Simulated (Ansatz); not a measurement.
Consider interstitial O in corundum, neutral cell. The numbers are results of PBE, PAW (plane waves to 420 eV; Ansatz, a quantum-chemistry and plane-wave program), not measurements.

Settings: 120 host sites, the relaxed PBE lattice, the Γ point alone, smearing 0.01 eV, spin-restricted, no image-charge correction. No zero-point or tunnelling terms. The charge state is imposed; whether it is stable for some Fermi level was not computed. Sites that were not tried may lie lower.

Barriers: single points on a 2×2×2 k-point mesh shifted by half a step along c at the bands' geometries.

The step: a concerted move, in which O travels most; the atom moves 1.68 Å along (0.20, 0.27, 0.09) of the unit cell; the moving atom starts with neighbours Al at 1.87, Al at 1.94; O at 1.47 Å and ends with Al at 1.87, Al at 1.94; O at 1.47 Å.

### Question
Estimate the migration barrier of this step that PBE, PAW returns for this input.

### Answer
1.06 eV, the same both ways. At the saddle the moving atom has neighbours Al at 1.79; O at 1.70, O at 1.87 Å. The saddle point's order was not checked.
